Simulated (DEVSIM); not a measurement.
Structure: abrupt GaAs n-p junction, at 250 K.

```tsv
layer (left to right)	material	thickness (μm)	Nd (cm⁻³)	Na (cm⁻³)	τn (s)	τp (s)
1	GaAs	2.60	1.9e16	-	3.7e-10	3.7e-10
2	GaAs	1.60	-	3.6e15	3.7e-10	3.7e-10
```

Left contact: ohmic. Right contact: ohmic. Voltage is applied to the left contact. Recombination: SRH at mid-gap, Auger. Mobility is μmin + (μ − μmin)/(1 + (N/Nref)^α).

Constants are typed, rounded textbook-type inputs, not results; the design itself was drawn at random and stands for no fabricated device. Values at 300 K; Nc and Nv go as T^1.5, mobilities as T to minus their exponent, the gap by Varshni's rule with the affinity fixed.

```csv
parameter,GaAs
gap (eV),1.424
affinity (eV),4.07
permittivity,12.9
Nc (cm⁻³),4.7e17
Nv (cm⁻³),9e18
μn (cm²/Vs),8500
μp (cm²/Vs),400
"μn,min",500
"μp,min",20
"Nref,n",6e16
"Nref,p",1.5e17
αn,0.39
αp,0.38
T exponent of μn,2.1
T exponent of μp,2.2
Cn (cm⁶/s),1e-30
Cp (cm⁶/s),1e-30
Varshni α (eV/K),0.000541
Varshni β (K),204
```

Model (solved in DEVSIM): 1D drift-diffusion, Boltzmann statistics, complete ionisation; no tunnelling, impact ionisation, image-force lowering or self-heating.

The doping Nd of layer 1 was swept, all else fixed.

```json
[
 {"doping Nd of layer 1 (cm^-3)": "5.7e14", "potential step across the device at zero bias (V)": "1.145", "dark forward voltage at 1 A/cm² (V)": "1.016", "dark forward voltage at 100 A/cm² (V)": "1.163", "largest field in the device at zero bias (V/cm)": "12000"},
 {"doping Nd of layer 1 (cm^-3)": "1.9e15", "potential step across the device at zero bias (V)": "1.171", "dark forward voltage at 1 A/cm² (V)": "1.027", "dark forward voltage at 100 A/cm² (V)": "1.151", "largest field in the device at zero bias (V/cm)": "20000"},
 {"doping Nd of layer 1 (cm^-3)": "5.7e15", "potential step across the device at zero bias (V)": "1.194", "dark forward voltage at 1 A/cm² (V)": "1.031", "dark forward voltage at 100 A/cm² (V)": "1.146", "largest field in the device at zero bias (V/cm)": "27000"},
 {"doping Nd of layer 1 (cm^-3)": "1.9e16", "potential step across the device at zero bias (V)": "1.220", "dark forward voltage at 1 A/cm² (V)": "1.031", "dark forward voltage at 100 A/cm² (V)": "1.144", "largest field in the device at zero bias (V/cm)": "32000"},
 {"doping Nd of layer 1 (cm^-3)": "5.7e16", "potential step across the device at zero bias (V)": "1.244", "dark forward voltage at 1 A/cm² (V)": "1.031", "dark forward voltage at 100 A/cm² (V)": "1.143", "largest field in the device at zero bias (V/cm)": "34000"}
]
```

From the first row to the last the potential step across the device at zero bias goes from 1.145 to 1.244. From the first row to the last the dark forward voltage at 1 A/cm² goes from 1.016 to 1.031.
